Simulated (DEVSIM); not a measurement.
Structure: GaSb p-n junction from an implanted or diffused profile, at 300 K.

Layer 1 from the left is GaSb, thickness (μm) 18.0, Nd (cm⁻³) 1.5e15, τn (s) 3.7e-9, τp (s) 3.7e-9.

Added acceptor profile: 7.3e16 cm⁻³ × exp(−(x − 0.061 μm)²/(2·(0.017 μm)²)). Left contact: ohmic. Right contact: ohmic. Voltage is applied to the left contact. Recombination: SRH at mid-gap. Mobility is μmin + (μ − μmin)/(1 + (N/Nref)^α).

The device is made up for the run: typed textbook-type constants, with dimensions and the other settings drawn at random. Values at 300 K.

GaSb: gap (eV) 0.726, affinity (eV) 4.06, permittivity 15.7, Nc (cm⁻³) 2.1e17, Nv (cm⁻³) 1.8e19, μn (cm²/Vs) 5000, μp (cm²/Vs) 850, μn,min 1000, μp,min 190, Nref,n 2.8e17, Nref,p 9e17, αn 1.05, αp 0.65.

DEVSIM, 1D drift-diffusion, Boltzmann statistics, complete ionisation; no tunnelling, impact ionisation, image-force lowering or self-heating.

What does the simulation give for the dark forward voltage at 100 A/cm², the potential step across the device at zero bias?

dark forward voltage at 100 A/cm² 0.237 V; potential step across the device at zero bias 0.002 V.
